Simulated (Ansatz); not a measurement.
**Sr: element substitutions**

Base system: Sr in the fcc (Cu type) structure (space group Fm-3m, No. 225; a = 6.100 Å).

Each row replaces one element on all its sites; cell and atoms are relaxed.

Calculations: r2SCAN (Ansatz, a quantum-chemistry and plane-wave program; PAW; 500 eV plane waves; spin-orbit coupling left out).

| case | density | shortest interatomic distance |
|---|---|---|
| base | 2.56 g/cm³ | 4.313 Å |
| Sr → Ca | 1.54 g/cm³ | 3.937 Å |
| Sr → Mg | 1.78 g/cm³ | 3.180 Å |
| Sr → Y | 4.45 g/cm³ | 3.608 Å |
| Sr → Be | 1.90 g/cm³ | 2.235 Å |

Whether these cells are dynamically stable was not tested. As relaxed here, Be is a hypothetical phase, not in the database extracts checked. For Mg in this form, whether it has been made was not checked. The final runs are not spin-polarised. This is not the structure that Mg has at room temperature and ambient pressure. This is not the structure that Y has at room temperature and ambient pressure.
